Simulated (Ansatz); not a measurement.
**HfO2 under a change: x(Te) = 0.25, 12 atoms, Pmm2**

Take HfO$_{2}$ (space group P4_2/nmc, No. 137; a = 3.567 Å, c = 5.166 Å) as the base.

The other end (x = 1) is HfTe$_{2}$ (space group P4_2/nmc, No. 137; a hypothetical phase, not in the database extracts checked): 28.90 Å³/atom, gap zero; this end may not be an ambient phase.

Modification: a fraction x = 0.25 of the O sites is given to Te, ordered in a cell of 12 atoms (starting symmetry Pmm2) and fully relaxed.

All numbers come from PBEsol (Ansatz, an electronic-structure program), no spin-orbit coupling. k-mesh 8×5×4 (Γ-centred); smearing 0.05 eV (Fermi–Dirac), for the changed cell.

The volume per atom goes up by 8.347 Å³, from 10.96 Å³ to 19.30 Å³ and the density drops by 2.999 g/cm³, from 10.63 g/cm³ to 7.64 g/cm³. The shortest interatomic distance shrinks by 0.136 Å, from 2.061 Å to 1.925 Å and the band gap falls by 4.09 eV, from 4.57 eV to 0.48 eV. The gap character (in this cell's own zone, which can be folded) comes out as indirect, Z → Y and the mixing energy amounts to +0.19 eV/atom (to 0.01 eV only: unlike meshes or grids) (against an end that may be hypothetical). The deviation of the volume from the linear (Vegard-type) interpolation is +25.0 %.

Final structure:

```yaml
crystal:
  lattice:
    - [3.96888, 0.00000, 0.00000]
    - [0.00000, 7.19794, 0.00000]
    - [0.00000, 0.00000, 8.10815]
  atoms:
    - { symbol: Hf, position: [0.00000, 0.00000, 0.08007] }
    - { symbol: Hf, position: [0.00000, 0.50000, 0.89097] }
    - { symbol: Hf, position: [0.50000, 0.28950, 0.59938] }
    - { symbol: Hf, position: [0.50000, 0.71050, 0.59938] }
    - { symbol: O, position: [0.00000, 0.27617, 0.03311] }
    - { symbol: O, position: [0.00000, 0.72383, 0.03311] }
    - { symbol: O, position: [0.00000, 0.30398, 0.66052] }
    - { symbol: O, position: [0.00000, 0.69602, 0.66052] }
    - { symbol: Te, position: [0.50000, 0.00000, 0.34821] }
    - { symbol: O, position: [0.50000, 0.50000, 0.45293] }
    - { symbol: Te, position: [0.50000, 0.00000, 0.84167] }
    - { symbol: O, position: [0.50000, 0.50000, 0.80011] }
```

These are small ordered cells, not random alloys; other orderings at the same x differ. Spin-orbit coupling, missing from the scalar runs, can matter with Hf and Te. Stability against distortions was not tested. The final runs are not spin-polarised. Under x(Te) = 0.25, 12 atoms, Pmm2 the cell changed shape so far that it is another structure. This is not the structure that HfO2 has at room temperature and ambient pressure. The zero or small gap of HfTe2 can change with the level of theory. k-point labels follow each cell's own Brillouin zone.
